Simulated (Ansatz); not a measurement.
The reference is CaSe in the rock salt structure (space group Fm-3m, No. 225; a = 5.869 Å). Axes: x, y, z lie along the cube axes.

The change: uniaxial strain ε_zz = +3.00 %, all other strain components held at zero; the atoms relax in the strained cell.

All numbers come from plane-wave PAW DFT at the PBEsol level (Ansatz, a quantum-chemistry and plane-wave program, 420 eV), no spin-orbit coupling.

Question: Give the band edges at the high-symmetry points of the new zone, measured from its valence-band maximum.

Answer: 
```tsv
point	valence edge (eV)	conduction edge (eV)
Γ	0.00	3.11
X	-0.94	1.95
P	-1.60	4.21
N	-1.19	4.36
M	-0.87	1.96
S	-1.10	3.35
S₀	-1.10	3.35
R	-1.73	4.23
G	-1.73	4.23
```

The gap is 1.95 eV, indirect, Γ → X.

Whether these cells are dynamically stable was not tested. k-point labels follow each cell's own Brillouin zone.
